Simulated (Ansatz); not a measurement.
Reference: Sn (I4_1/amd), PBEsol, rigid bands (plane waves, PAW, scalar-relativistic; Ansatz, a quantum-chemistry and plane-wave program); axes and stresses refer to this cell.

```
Sn
1.0
   -2.93075     2.93075     1.56572
    2.93075    -2.93075     1.56572
    2.93075     2.93075    -1.56572
Sn
2
Cartesian
  0.00000   2.93075   0.78286
  0.00000   0.00000   0.00000
```

The drude plasma energy is 9.2 eV, the density of states at the Fermi level per atom is 0.47 states/eV and the root-mean-square Fermi velocity is 13.7 ×10⁵ m/s.

Change: functional PBE, cell relaxed with it. What happens to Drude plasma energy, density of states at the Fermi level per atom, root-mean-square Fermi velocity?

Drude plasma energy goes to 8.9 eV, a move of 3 % that is no larger than the two runs' mesh errors together; density of states at the Fermi level per atom grows to 0.50 states/eV; root-mean-square Fermi velocity goes to 13.2 ×10⁵ m/s, a move of 4 % that is no larger than the two runs' mesh errors together.

Change: functional r2SCAN on the same cell. What happens to Drude plasma energy, density of states at the Fermi level per atom, root-mean-square Fermi velocity?

Drude plasma energy moves little, to 9.2 eV; density of states at the Fermi level per atom falls to 0.43 states/eV; root-mean-square Fermi velocity goes to 14.3 ×10⁵ m/s, a move of 4 % that is no larger than the two runs' mesh errors together.

Metals at this level; values at 300 K, both spins, means over directions. As a rough test of the mesh, the Fermi surface's area from every second k point differs by up to 4 %. Spin-orbit coupling is left out unless a row names it.
